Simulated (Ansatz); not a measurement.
Take InP in the zinc blende structure (space group F-43m, No. 216; a = 5.879 Å) as the base. Axes: x, y, z lie along the cube axes.

All numbers come from PBEsol in Ansatz (plane waves to 420 eV, PAW, no spin-orbit coupling), earlier PAW set.

Strains are applied to the cell and any free atomic positions relax; under biaxial strain the out-of-plane vector relaxes too.

One change was made to it. Results:

| quantity | base | after |
|---|---|---|
| shortest interatomic distance | 2.546 Å | 2.519 Å |
| energy relative to the base (free energy F) | 0 meV/atom | +21 meV/atom |
| electron mass | 0.045 mₑ (at Γ) | 0.069 mₑ out of plane, 0.049 mₑ in plane (at Γ) |

### Question
Which of these changes matches the shifts?
(A) tensor shear ε_xy = +0.57 %
(B) uniaxial strain ε_zz = +1.82 %
(C) isotropic strain −5.28 %
(D) biaxial strain −3.70 %, plane normal [001], relaxed out of plane
(E) isotropic strain −5.47 %

### Answer
D, biaxial strain −3.70 %, plane normal [001], relaxed out of plane. For comparison, the energy relative to the base in the other runs: uniaxial strain ε_zz = +1.82 % gives +2.4 meV/atom; isotropic strain −5.28 % gives +162 meV/atom; isotropic strain −5.47 % gives +175 meV/atom; tensor shear ε_xy = +0.57 % gives +0.4 meV/atom.

The levels and masses belong to the bands next to the band gap. Effective masses come from finite differences of ±0.01 Å⁻¹. Whether these cells are dynamically stable was not tested.

Ansatz is a first-principles code.
